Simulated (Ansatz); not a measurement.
Q: Name crystals whose band gap lies between 4 and 6.2 eV and whose electron conductivity mass lies between 0.28 and 0.44 mₑ, by Ansatz (an electronic-structure program) with PBEsol, rigid bands.

A: Many crystals can fit; among those computed here:
- RbCl (Fm-3m): 4.90 eV, 0.43 mₑ
- LiBr (Fm-3m): 4.98 eV, 0.35 mₑ
- KBr (Fm-3m): 4.34 eV, 0.38 mₑ
- CsBr (Pm-3m): 4.45 eV, 0.30 mₑ
- Al2O3 (R-3c): 6.03 eV, 0.39 mₑ

Masses are for dilute carriers at 300 K, harmonic means over directions unless an axis is named. Spin-orbit coupling is left out.
